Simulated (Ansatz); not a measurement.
The reference is TiO$_{2}$ in the rutile structure (space group P4_2/mnm, No. 136; a = 4.5916 Å, c = 2.9391 Å).

Levels (all Ansatz, a program for electronic structure, PAW, earlier PAW set): PBEsol (420 eV, spin-orbit coupling left out); HSE06 (420 eV, without spin-orbit coupling).

Its gap is 1.87 eV with PBEsol and 3.40 eV with HSE06.

One thing is altered: Ce takes the place of Ti on all its sites, then cell and atoms are relaxed.

With PBEsol the gap becomes 2.09 eV.

Problem. If the HSE06 correction stayed the same, what would the HSE06 gap be, and what does the HSE06 run give?

Solution. A rigid correction of +1.53 eV gives 3.62 eV. The HSE06 run gives 3.91 eV, so the correction itself changes by +0.29 eV.

Single points use the geometry relaxed with PBEsol. The hybrid gap comes from the SCF mesh plus the semilocal run's edge points and a few special points and is an upper bound. Whether these cells are dynamically stable was not tested. For CeO2 in this form, whether it has been made was not checked. Seeded moments were not kept for Ti → Ce. All final runs are without spin polarisation.
